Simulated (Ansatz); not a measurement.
Fluorite CoSi2, treated with PBEsol (Ansatz, a quantum-chemistry and plane-wave program, plane waves, PAW).

Numerical settings: plane-wave cutoff 520 eV, 12×12×12 k mesh, Fermi–Dirac smearing 0.1 eV, perturbation theory, force constants from a 4×4×4 q mesh, no spin polarisation, scalar-relativistic PAW data made under PBE.

Computed at the level's own relaxed cell.

Harmonic phonon frequencies (cm⁻¹; i marks an imaginary mode):

```tsv
q point	frequencies
Γ	0 0 0 342 342 342 343 343 343
```
